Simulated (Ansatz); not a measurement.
Results of LDA (Ansatz, a program for electronic structure, plane waves, PAW) for zinc-blende KF (model structure).

Run with plane-wave cutoff 500 eV, 10×10×10 k mesh, gaussian smearing 0.02 eV, scalar-relativistic PAW data made under PBE.

Cell (relaxed at this level):

```
KF
1.0
    0.00000     2.84871     2.84871
    2.84871     0.00000     2.84871
    2.84871     2.84871     0.00000
K F
1 1
Direct
  0.00000   0.00000   0.00000
  0.25000   0.25000   0.25000
```

Problem. Predict the band gap.

Solution. 
- band gap: 5.14 eV (on the SCF k mesh)

Note: the relaxation could raise the start's symmetry but not lower it, so the cell can be a saddle point.

Computed values are for the static lattice.

The result took very roughly 15 core-seconds.

A model structure was made by putting elements into a prototype or built by hand; it is no filed structure, need not be a known phase, and can be a saddle point held by its symmetry.
